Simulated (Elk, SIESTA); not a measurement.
A SIESTA input for a self-consistent single point of ZrN (P6_3/mmc, 4 atoms in the cell) (DFT, GGA PBEsol, numerical atomic orbitals DZP, PseudoDojo PBEsol standard norm-conserving potentials (rewritten from UPF to PSML)):

```
# files in the folder: Zr.psml N.psml (PseudoDojo PBEsol standard)
SystemName  ZrN
SystemLabel siesta

NumberOfAtoms                4
NumberOfSpecies              2
%block ChemicalSpeciesLabel
  1 40 Zr
  2 7 N
%endblock ChemicalSpeciesLabel
LatticeConstant              3.216630 Ang
%block LatticeVectors
     1.000000000    0.000000000    0.000000000
    -0.500000000    0.866025312    0.000000000
     0.000000000    0.000000000    1.774963238
%endblock LatticeVectors
AtomicCoordinatesFormat      Fractional
%block AtomicCoordinatesAndAtomicSpecies
     0.000000000    0.000000000    0.000000000  1
     0.000000000    0.000000000    0.500000000  1
     0.666667000    0.333333000    0.750000000  2
     0.333333000    0.666667000    0.250000000  2
%endblock AtomicCoordinatesAndAtomicSpecies

XC.functional                GGA
XC.authors                   PBEsol
PAO.BasisSize                DZP
PAO.EnergyShift              0.005 Ry
MeshCutoff                   300 Ry
%block kgrid.MonkhorstPack
   10   0   0  0.0
    0  10   0  0.0
    0   0   5  0.0
%endblock kgrid.MonkhorstPack
OccupationFunction           FD
ElectronicTemperature        0.1 eV

MaxSCFIterations             150
SCF.Mixer.Method             Pulay
SCF.Mixer.Weight             0.2
SCF.Mixer.History            6
SCF.DM.Tolerance             1.0E-04
Diag.ParallelOverK           true
WriteForces                  true
Charge.Mulliken              end
```

**Question.** Give the Elk input for the same structure, mesh, smearing and functional.

**Answer.** This is the input that was run; spellings and numerical settings could be chosen otherwise.

```
tasks
  0

xctype
  22

rgkmax
  8.0

gmaxvr
  16.0

nxlo
  2

lorbcnd
  .true.

rmtscf
  0.94

lmaxi
  2

swidth
  0.00367493

maxscl
  100

avec
    6.0785494229    0.0000000746    0.0000000000
   -3.0392747760    5.2641781811    0.0000000000
    0.0000000000    0.0000000000   10.7892023359

sppath
  'species/'

atoms
  2
  'Zr.in'
  2
  0.0000000000  0.0000000000  0.0000000000    0.0 0.0 0.0
  0.0000000000  0.0000000000  0.5000000000    0.0 0.0 0.0
  'N.in'
  2
  0.6666666667  0.3333333333  0.7500000000    0.0 0.0 0.0
  0.3333333333  0.6666666667  0.2500000000    0.0 0.0 0.0

ngridk
  10 10 5
```

Basis settings and potentials, where a program has them, do not carry over. This input uses DFT, PBEsol, all-electron FP-LAPW, Elk's shipped species files, APW+lo basis with extra local orbitals.

The starting cell comes from a database of computed structures (which also holds hypothetical and non-ambient phases and stackings), without a prior relaxation at this level.
